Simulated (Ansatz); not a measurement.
**Ta under a change: tensor shear ε_xy = +2.00 %**

Consider Ta in the bcc (W type) structure (space group Im-3m, No. 229; a = 3.3061 Å; relaxed with 0.1 eV smearing). Axes: x, y, z lie along the cube axes.

Modification: a pure shear with ε_xy = ε_yx = 0.0200; the atoms relax in the strained cell.

All numbers come from plane-wave PAW DFT at the r2SCAN level (Ansatz, a program for electronic structure, 500 eV), spin-orbit coupling left out. Γ-centred 28×28×28 mesh, Fermi–Dirac width 0.1 eV.

```json
[
 {"quantity": "volume per atom", "base": "18.07 Å³", "changed": "18.06 Å³", "shift": "-0.01 Å³"},
 {"quantity": "space group", "base": "Im-3m (No. 229)", "changed": "Fmmm (No. 69)", "shift": "–"},
 {"quantity": "shortest interatomic distance", "base": "2.863 Å", "changed": "2.825 Å", "shift": "-0.038 Å"},
 {"quantity": "energy relative to the base (free energy F)", "base": "0 meV/atom", "changed": "+6.6 meV/atom", "shift": "+6.6 meV/atom"},
 {"quantity": "pressure (mean of the normal stresses, compression positive)", "base": "0.0 GPa", "changed": "0.2 GPa", "shift": "+0.2 GPa"},
 {"quantity": "band gap", "base": "zero", "changed": "zero", "shift": "–"},
 {"quantity": "stress (xx, yy, zz, yz, xz, xy; compression positive)", "base": "–", "changed": "(0.1, 0.1, 0.3, 0.0, 0.0, -2.9) GPa", "shift": "–"}
]
```

Cost of the whole job for the changed cell (relaxation, final SCF and bands): very roughly 2.1 core-minutes.

No phonon test of stability was made. All final runs are without spin polarisation.
